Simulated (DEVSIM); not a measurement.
## Schottky contact on n-type Si

Device: Schottky contact on n-type Si, at 300 K.

```
layer (left to right)  material  thickness (μm)  Nd (cm⁻³)  τn (s)  τp (s)
---------------------  --------  --------------  ---------  ------  ------
1                            Si            8.10       7e15  0.0005  0.0005
2                            Si            4.40     1.1e18  0.0005  0.0005
```

Left contact: Schottky, work function 4.51 eV, emission velocity 6.9e6 cm/s. Right contact: ohmic. Voltage is applied to the left contact. Recombination: SRH at mid-gap, radiative, Auger. Mobility is μmin + (μ − μmin)/(1 + (N/Nref)^α).

Constants are typed, rounded textbook-type inputs, not results; the design itself was drawn at random and stands for no fabricated device. Values at 300 K.

```
parameter           Si
-------------  -------
gap (eV)         1.124
affinity (eV)     4.05
permittivity      11.7
Nc (cm⁻³)      2.86e19
Nv (cm⁻³)       3.1e19
μn (cm²/Vs)       1417
μp (cm²/Vs)        470
μn,min              52
μp,min              45
Nref,n          9.7e16
Nref,p          2.2e17
αn                0.68
αp                0.72
B (cm³/s)      4.7e-15
Cn (cm⁶/s)     2.8e-31
Cp (cm⁶/s)     9.9e-32
```

Simulated with DEVSIM: 1D drift-diffusion, Boltzmann statistics, complete ionisation; no tunnelling, impact ionisation, image-force lowering or self-heating. Metal contacts follow the ideal Schottky-Mott rule: no Fermi-level pinning, no interface dipoles.

```json
{
  "potential_step_across_the_device_at_zero_bias": "0.376 V",
  "Dark forward voltage at 100 A/cm²": "0.203 V"
}
```

Dark forward current:

```json
[
 {"V (V)": "0.05", "J (A/cm²)": "2.5"},
 {"V (V)": "0.10", "J (A/cm²)": "14"},
 {"V (V)": "0.20", "J (A/cm²)": "97"},
 {"V (V)": "0.25", "J (A/cm²)": "160"},
 {"V (V)": "0.35", "J (A/cm²)": "300"},
 {"V (V)": "0.40", "J (A/cm²)": "370"},
 {"V (V)": "0.50", "J (A/cm²)": "520"},
 {"V (V)": "0.55", "J (A/cm²)": "600"},
 {"V (V)": "0.65", "J (A/cm²)": "760"},
 {"V (V)": "0.70", "J (A/cm²)": "840"},
 {"V (V)": "0.80", "J (A/cm²)": "1000"},
 {"V (V)": "0.85", "J (A/cm²)": "1100"},
 {"V (V)": "0.95", "J (A/cm²)": "1200"},
 {"V (V)": "1.00", "J (A/cm²)": "1300"},
 {"V (V)": "1.10", "J (A/cm²)": "1500"},
 {"V (V)": "1.15", "J (A/cm²)": "1600"},
 {"V (V)": "1.25", "J (A/cm²)": "1700"},
 {"V (V)": "1.30", "J (A/cm²)": "1800"},
 {"V (V)": "1.40", "J (A/cm²)": "2000"},
 {"V (V)": "1.45", "J (A/cm²)": "2100"}
]
```
